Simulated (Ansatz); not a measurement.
A hypothetical phase is included: elements placed on a structure type, which no database files for this compound.

The decay constant κ of evanescent states in the gap governs leakage through a thin film.

Given:

```
O2Si
1.0
    4.50424     0.00000     0.00000
    0.00000     5.05293     0.00000
    0.00000     0.00000     4.08843
Si O
4 8
Direct
  0.71467   0.90205   0.25000
  0.21467   0.09795   0.75000
  0.71467   0.40205   0.75000
  0.21467   0.59795   0.25000
  0.88460   0.63272   0.01826
  0.38460   0.36728   0.98174
  0.88460   0.13272   0.98174
  0.38460   0.86728   0.01826
  0.04473   0.86729   0.48174
  0.54473   0.13271   0.51826
  0.04473   0.36729   0.51826
  0.54473   0.63271   0.48174
```

The cell was relaxed by PBE-D3(BJ); by r2SCAN it stands under a pressure of -4.6 GPa.

Transport runs along the normal of the first two printed cell vectors.

The gap is the functional's own, uncorrected, and κ follows it; spin-orbit coupling is left out. Mid-gap means the computed energy nearest the middle.

Task: Give the band gap and the smallest decay constant κ at mid-gap that r2SCAN in Ansatz (a program for electronic structure) yields.

Result: Gap 6.49 eV on a 8×6×8 mesh; κ = 0.403 1/Å, at the zone centre.
